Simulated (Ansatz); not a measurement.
# A computed series for Ti: response to strain

The reference is Ti in the hcp (Mg type) structure (space group P6_3/mmc, No. 194).

```
CELL_PARAMETERS angstrom
      2.93588     0.00000     0.00000
     -1.46794     2.54255     0.00000
      0.00000     0.00000     4.63656
ATOMIC_POSITIONS crystal
  Ti 0.33333 0.66667 0.75000
  Ti 0.66667 0.33333 0.25000
```

Cartesian axes are those of the cell as printed.

Strains are applied to the cell and any free atomic positions relax; under biaxial strain the out-of-plane vector relaxes too.

Computed with r2SCAN in Ansatz (plane waves to 500 eV, PAW, no spin-orbit coupling).

Notes on the quantities. pressure: mean of the normal stresses, compression positive.

```json
[
 {"variant": "base", "pressure": "0.0 GPa", "volume per atom": "17.31 Å³", "space group": "P6_3/mmc (No. 194)"},
 {"variant": "biaxial strain −1.23 %, plane normal [001], relaxed out of plane", "pressure": "1.8 GPa", "volume per atom": "17.05 Å³", "space group": "P6_3/mmc (No. 194)"},
 {"variant": "biaxial strain +0.97 %, plane normal [001], relaxed out of plane", "pressure": "-1.4 GPa", "volume per atom": "17.51 Å³", "space group": "P6_3/mmc (No. 194)"},
 {"variant": "biaxial strain +2.28 %, plane normal [001], relaxed out of plane", "pressure": "-3.1 GPa", "volume per atom": "17.80 Å³", "space group": "P6_3/mmc (No. 194)"},
 {"variant": "isotropic strain −1.02 %", "pressure": "3.8 GPa", "volume per atom": "16.78 Å³", "space group": "P6_3/mmc (No. 194)"},
 {"variant": "isotropic strain +2.37 %", "pressure": "-7.3 GPa", "volume per atom": "18.56 Å³", "space group": "P6_3/mmc (No. 194)"},
 {"variant": "isotropic strain +4.31 %", "pressure": "-11.9 GPa", "volume per atom": "19.64 Å³", "space group": "P6_3/mmc (No. 194)"},
 {"variant": "uniaxial strain ε_zz = +0.44 %", "pressure": "-0.5 GPa", "volume per atom": "17.38 Å³", "space group": "P6_3/mmc (No. 194)"},
 {"variant": "uniaxial strain ε_zz = +0.63 %", "pressure": "-0.7 GPa", "volume per atom": "17.41 Å³", "space group": "P6_3/mmc (No. 194)"},
 {"variant": "tensor shear ε_yz = −1.83 %", "pressure": "0.0 GPa", "volume per atom": "17.30 Å³", "space group": "C2/m (No. 12)"}
]
```

Without a gap, meshes like the base's 18×18×10 leave anisotropic stresses uncertain by several tenths of a GPa, and small strain energies with them. No phonon test of stability was made. The final runs are not spin-polarised.

Ansatz is a first-principles code.
